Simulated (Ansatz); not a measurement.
For B₂O₃ (P3₁21, No. 152), PBEsol (plane waves, PAW; Ansatz, a program for electronic structure) gives:

```
Property              Result
-------------------  -------
lattice parameter a  4.349 Å
c axis length        8.372 Å
```

Question: What does r²SCAN+rVV10 in Ansatz (PAW) give for the same quantities?

Answer: 
- lattice constant a: 4.324 Å (falls by 0.6 %)
- lattice parameter c: 8.222 Å (decreases by 1.8 %)

Changes are worked out from the printed values.

Unless a cell is named, each level is at its own relaxed cell (PBEsol 9.14, r²SCAN+rVV10 8.88 Å³/atom).

Ansatz's density-functional and Hartree–Fock values are scalar-relativistic unless marked +SOC, with PAW data made under PBE.
